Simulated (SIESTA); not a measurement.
Worked example: self-consistent single point of Li5AuO4 (P-1, 10 atoms in the cell) in SIESTA.

Method of the run: LDA PW92, numerical atomic orbitals DZP, PseudoDojo LDA standard norm-conserving potentials (rewritten from UPF to PSML) (SIESTA).

```yaml
crystal:
  lattice:
    - [3.60790, 0.00000, 0.00000]
    - [1.72411, 5.09887, 0.00000]
    - [1.60309, 0.48092, 5.30048]
  atoms:
    - { symbol: Li, position: [0.00000, 0.00000, 0.00000] }
    - { symbol: Li, position: [0.81451, 0.96297, 0.39644] }
    - { symbol: Li, position: [0.18549, 0.03703, 0.60356] }
    - { symbol: Li, position: [0.68193, 0.66197, 0.96740] }
    - { symbol: Li, position: [0.31807, 0.33803, 0.03260] }
    - { symbol: Au, position: [0.50000, 0.50000, 0.50000] }
    - { symbol: O, position: [0.76499, 0.31230, 0.17752] }
    - { symbol: O, position: [0.23501, 0.68770, 0.82248] }
    - { symbol: O, position: [0.58459, 0.14146, 0.71296] }
    - { symbol: O, position: [0.41541, 0.85854, 0.28704] }
```

Reference input (self-consistent single point, DFT, LDA PW92, numerical atomic orbitals DZP, PseudoDojo LDA standard norm-conserving potentials (rewritten from UPF to PSML)): XC.functional = LDA; XC.authors = PW92; potentials = PseudoDojo LDA standard; PAO.BasisSize = DZP; PAO.EnergyShift = 0.01 Ry; MeshCutoff = 300 Ry; kgrid.MonkhorstPack = 8 5 5; OccupationFunction = FD; ElectronicTemperature = 10 K; PAO.Polarization.NonPerturbative = true; MaxSCFIterations = 150; SCF.Mixer.Method = Broyden. This run's input differs from it in these lines:

```diff
@@ -38,5 +38,5 @@
 %block kgrid.MonkhorstPack
-    8   0   0  0.0
+    7   0   0  0.0
     0   5   0  0.0
-    0   0   5  0.0
+    0   0   4  0.0
 %endblock kgrid.MonkhorstPack
```

Output (repeated stretches shortened):

```
        iscf     Eharris(eV)        E_KS(eV)     FreeEng(eV)     dDmax    Ef(eV) dHmax(eV)
   scf:    1    -6472.530033    -6692.611992    -6692.611992  1.587664 -3.951804 57.839745
   scf:    2    -6781.216810    -6781.523474    -6781.523474  0.637878 -9.219599  7.811282
   scf:    3    -6784.044136    -6783.298467    -6783.298467  0.119205 -8.017969  1.533898
   scf:    4    -6783.384030    -6783.349395    -6783.349395  0.030286 -9.570839  0.743503
   scf:    5    -6783.389260    -6783.372430    -6783.372430  0.040003 -9.390814  0.186968
   [... 3 lines left out ...]
   scf:    9    -6783.373609    -6783.373607    -6783.373607  0.000136 -9.431010  0.003285
   scf:   10    -6783.373608    -6783.373608    -6783.373608  0.000058 -9.431009  0.002285
   scf:   11    -6783.373608    -6783.373608    -6783.373608  0.000023 -9.430970  0.001422
   scf:   12    -6783.373608    -6783.373608    -6783.373608  0.000014 -9.430949  0.000881
SCF Convergence by DM+H criterion
max |DM_out - DM_in|         :     0.0000138848
max |H_out - H_in|      (eV) :     0.0008809860
SCF cycle converged after 12 iterations

Using DM_out to compute the final energy and forces

siesta: E_KS(eV) =            -6783.3736

siesta: E_KS - E_eggbox =     -6783.3736

siesta: Atomic forces (eV/Ang):
     1    0.000000   -0.000000    0.000000
     2    0.018248    0.070307   -0.027816
     3   -0.018248   -0.070307    0.027816
     4    0.003233   -0.069934    0.009151
     5   -0.003233    0.069934   -0.009151
     6    0.000000   -0.000000   -0.000000
     7   -0.066368   -0.041471   -0.101638
     8    0.066368    0.041471    0.101638
     9   -0.022118    0.008863   -0.151891
    10    0.022118   -0.008863    0.151891
   Tot   -0.000000    0.000000    0.000000
   Max    0.151891
   [... lines left out ...]
siesta: FreeEng =     -6783.373608
   [... lines left out ...]
siesta:     0.045921   -0.005046   -0.001628
siesta:    -0.005047    0.043622    0.002054
siesta:    -0.001628    0.002054    0.049910

siesta: Cell volume =         97.508665 Ang**3

siesta: Pressure (static):
siesta:                Solid            Molecule  Units
siesta:          -0.00050628         -0.00052038  Ry/Bohr**3
siesta:          -0.04648432         -0.04777946  eV/Ang**3
siesta:         -74.47608482        -76.55113328  kBar
```

The run converged in 12 iterations. Against the reference run the free energy is nearly the same (within 1 meV/atom), the pressure stays at -7.45 GPa, the largest force stays at 0.154 eV/Å and the gap on the mesh goes from 1.896 to 1.908 eV.

The starting cell comes from a database of computed structures (which also holds hypothetical and non-ambient phases and stackings), without a prior relaxation at this level. Spin-orbit coupling is off. Values carry the incompleteness of an atom-centred basis.

Cost on one core of a shared machine: roughly 80 s.
